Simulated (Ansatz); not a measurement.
Band structure of HgS (F-43m, 2 atoms in the cell).

```
HgS
1.0
    0.00000     2.92363     2.92363
    2.92363     0.00000     2.92363
    2.92363     2.92363     0.00000
Hg S
1 1
Cartesian
  0.00000   0.00000   0.00000
  1.46182   1.46182   1.46182
```

Method: PBE (plane waves, PAW; Ansatz, a first-principles code).

Settings: kpoints.mp_grid.grid = 13 13 13; hamiltonian.xc = pbe; hamiltonian.pseudopotentials = {kind: paw} (the program's default PAW files); scf.occupations.method = fermi_dirac; scf.occupations.width = 0.05 eV; kpoints.band_path.npoints = 8.

The starting cell comes from a database of computed structures (which also holds hypothetical and non-ambient phases and stackings), without a prior relaxation at this level. Its lattice was rescaled by a random factor within 2.5 % of one. Spin-orbit coupling is off. The run gives no clean gap (levels at the Fermi energy touch, overlap or are partly filled at this smearing), which alone does not show that the compound is a metal.

Levels in eV from the Fermi level, bands 10 to 16:
| point | 10 | 11 | 12 | 13 | 14 | 15 | 16 |
|---|---|---|---|---|---|---|---|
| Γ | -6.31 | -0.56 | -0.12 | -0.12 | -0.12 | 5.88 | 5.88 |
| X | -5.88 | -4.99 | -2.46 | -2.46 | 3.12 | 3.31 | 8.39 |
| W | -5.53 | -5.28 | -2.96 | -2.45 | 3.72 | 5.18 | 6.64 |
| K | -5.67 | -5.24 | -3.01 | -2.01 | 3.22 | 4.59 | 8.01 |
| L | -5.91 | -5.65 | -1.10 | -1.10 | 1.49 | 6.62 | 6.62 |
| U | -5.67 | -5.24 | -3.01 | -2.01 | 3.22 | 4.59 | 8.01 |

Bands cross the Fermi level along this path, so the cell is metallic at this level.

Keys are those of Ansatz 0.2.
